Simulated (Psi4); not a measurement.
Psi4 1.11, PBE0/def2-svp, scf_type pk: FC[Si@@H](Cl)CC#C[SiH3], 16 atoms. The geometry is a generated start, not checked to be a minimum at this level.

```json
{
  "task": "energy",
  "method": "pbe0",
  "basis": "def2-svp",
  "memory": "7 GB",
  "e_convergence": "1e-08",
  "d_convergence": "1e-07",
  "guess": "auto, which took SAD (default)",
  "diis_max_vecs": "10 (default)",
  "scf_initial_accelerator": "adiis (default)",
  "dft_radial_points": "75 (default)",
  "dft_spherical_points": "302 (default)",
  "basis_functions": "164",
  "grid_points": "339824"
}
```

```xyz
16

F     -3.1447     0.5379     1.7945
C     -2.2415     0.5481     0.7734
Si    -1.6706    -1.1705     0.4211
Cl    -3.2598    -2.3318    -0.1834
C     -0.3939    -1.1904    -0.9503
C      0.7877    -0.3555    -0.6772
C      1.7574     0.3227    -0.4671
Si     3.2804     1.3676    -0.1500
H     -2.7292     1.0040    -0.0929
H     -1.4154     1.1966     1.0783
H     -1.1159    -1.8266     1.6385
H     -0.0733    -2.2240    -1.1228
H     -0.8653    -0.8484    -1.8789
H      3.8663     1.8298    -1.4335
H      2.9170     2.5575     0.6607
H      4.3009     0.5829     0.5894
```

The reference run uses exact four-centre integrals (scf_type = pk). Single runs; times are not shown.

Measured:

| setting | energy against the reference |
|---|---|
| scf_type = cd, cholesky_tolerance = 1e-06 | −0.0027 meV/atom |
| scf_type = cd, cholesky_tolerance = 0.0001 (default) | −1.8 meV/atom |
| scf_type = cd, cholesky_tolerance = 0.001 | −5.6 meV/atom |
| scf_type = cd, cholesky_tolerance = 0.01 | +28 meV/atom |

Problem. Estimate the difference from the reference for scf_type = cd, cholesky_tolerance = 1e-05.

Solution. energy against the reference: −0.16 meV/atom. Total energies are compared; such shifts often cancel in part in energy differences.
